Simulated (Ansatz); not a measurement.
## Defect calculation: Zn on the In site in zinc-blende InAs

Computed with PBE, PAW (plane waves to 420 eV; Ansatz, a quantum-chemistry and plane-wave program). Set-up: 64-site cell; 2×2×2 shifted k-points; start: the In site; no spin–orbit coupling; the functional closes the host's gap; energies good to tenths of an eV.

Neighbours after relaxation, in Å: of the Zn atom: As 2.52, As 2.52, As 2.52, As 2.52.

```tsv
charge	moment (μB)	largest move off a lattice site (Å)
0†	quenched	0.16
```

† Not settled in this cell, so no level is given: charge 0: a level filled in part.

Starting moments that weren't kept: charge 0 began with 1 μB and ended with 0.0.
